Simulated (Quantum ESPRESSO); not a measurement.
Worked example: self-consistent single point of CoSi₂ (Fm-3m, 3 atoms in the cell) in Quantum ESPRESSO.

Level of theory: PBE, PSlibrary ultrasoft (PBE) pseudopotentials (plane waves; Quantum ESPRESSO).

```yaml
crystal:
  lattice:
    - [-2.71380, 0.00000, 2.71380]
    - [0.00000, 2.71380, 2.71380]
    - [-2.71380, 2.71380, 0.00000]
  atoms:
    - { symbol: Co, position: [0.00000, 0.00000, 0.00000] }
    - { symbol: Si, position: [0.75000, 0.75000, 0.75000] }
    - { symbol: Si, position: [0.25000, 0.25000, 0.25000] }
```

Reference input (self-consistent single point, DFT, PBE, plane waves, PSlibrary ultrasoft (PBE) pseudopotentials): ecutwfc = 50 Ry; ecutrho = 300 Ry; occupations = smearing; smearing = marzari-vanderbilt; degauss = 0.019992 Ry; potentials = {Co: Co.pbe-n-rrkjus_psl.1.0.0.UPF, Si: Si.pbe-n-rrkjus_psl.1.0.0.UPF}; K_POINTS = automatic 7 7 7 0 0 0; conv_thr = 1e-10 Ry; mixing_beta = 0.3. This run's input differs from it in these lines:

```diff
@@ -13,4 +13,4 @@
   ntyp = 2,
-  ecutwfc = 50,
-  ecutrho = 300,
+  ecutwfc = 75,
+  ecutrho = 450,
   occupations = 'smearing',
```

Output (repeated stretches shortened):

```
     Self-consistent Calculation

     iteration #  1     ecut=    75.00 Ry     beta= 0.30

---- Real-time Memory Report at c_bands before calling an iterative solver
           186 MiB given to the printing process from OS
            44 MiB allocation reported by mallinfo(arena+hblkhd)
------------------

     total energy              =     -98.83407856 Ry
     estimated scf accuracy    <       0.73237580 Ry

     iteration #  2     ecut=    75.00 Ry     beta= 0.30

---- Real-time Memory Report at c_bands before calling an iterative solver
           209 MiB given to the printing process from OS
   [... lines left out ...]

---- Real-time Memory Report at c_bands before calling an iterative solver
           215 MiB given to the printing process from OS
            68 MiB allocation reported by mallinfo(arena+hblkhd)
------------------

     total energy              =     -99.08251505 Ry
     estimated scf accuracy    <          2.0E-09 Ry

     iteration # 14     ecut=    75.00 Ry     beta= 0.30

---- Real-time Memory Report at c_bands before calling an iterative solver
           215 MiB given to the printing process from OS
            68 MiB allocation reported by mallinfo(arena+hblkhd)
------------------
     End of self-consistent calculation

     the Fermi energy is    10.9043 ev

!    total energy              =     -99.08251505 Ry
     estimated scf accuracy    <          2.4E-11 Ry
     smearing contrib. (-TS)   =       0.00137831 Ry
     internal energy E=F+TS    =     -99.08389336 Ry

     convergence has been achieved in  14 iterations

     Forces acting on atoms (cartesian axes, Ry/au):

     atom    1 type  1   force =     0.00000000   -0.00000000    0.00000000
   [... zero for the other atoms too ...]

     Total force =     0.000000     Total SCF correction =     0.000000

          total   stress  (Ry/bohr**3)                   (kbar)     P=      -61.93
  -0.00042098  -0.00000000  -0.00000000          -61.93       -0.00       -0.00
  -0.00000000  -0.00042098   0.00000000           -0.00      -61.93        0.00
  -0.00000000   0.00000000  -0.00042098           -0.00        0.00      -61.93

   JOB DONE.
```

The run converged in 14 iterations. Against the reference run the free energy goes down by 5.3 meV/atom and the pressure goes from -6.54 to -6.19 GPa.

The starting cell comes from a database of computed structures (which also holds hypothetical and non-ambient phases and stackings), without a prior relaxation at this level. Its lattice was rescaled by a random factor within 2.5 % of one. Spin polarisation is off.

Cost on one core of a shared machine: roughly 60 s.
